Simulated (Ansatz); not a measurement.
**A computed series for LuBi: response to strain**

Start from LuBi in the rock salt structure (space group Fm-3m, No. 225; a = 6.132 Å; a cell from a computed database, its experimental status unchecked; relaxed with 0.1 eV smearing). Axes: x, y, z lie along the cube axes.

Strains are applied to the cell and any free atomic positions relax; under biaxial strain the out-of-plane vector relaxes too.

Method: PBEsol/PAW in Ansatz (a quantum-chemistry and plane-wave program), no spin-orbit coupling.

Notes on the quantities. energy relative to the base: free energy F; pressure: mean of the normal stresses, compression positive.

```csv
case,space group,energy relative to the base,volume per atom,pressure
base,Fm-3m (No. 225),0 meV/atom,28.82 Å³,0.0 GPa
"biaxial strain +2.47 %, plane normal [001], relaxed out of plane",I4/mmm (No. 139),+16 meV/atom,30.10 Å³,-2.3 GPa
"biaxial strain +4.21 %, plane normal [111], relaxed out of plane",R-3m (No. 166),?,?,-2.3 GPa
isotropic strain −2.93 %,Fm-3m (No. 225),+47 meV/atom,26.36 Å³,6.6 GPa
isotropic strain +0.34 %,Fm-3m (No. 225),+0.6 meV/atom,29.12 Å³,-0.6 GPa
uniaxial strain ε_xx = +2.46 %,I4/mmm (No. 139),+7.4 meV/atom,29.53 Å³,-1.3 GPa
tensor shear ε_xy = −2.53 %,Immm (No. 71),+5.2 meV/atom,28.80 Å³,0.0 GPa
```

Problem. What belongs in the blanks?

Solution. 
- biaxial strain +4.21 %, plane normal [111], relaxed out of plane, energy relative to the base: +27 meV/atom
- biaxial strain +4.21 %, plane normal [111], relaxed out of plane, volume per atom: 29.97 Å³

Whether these cells are dynamically stable was not tested.
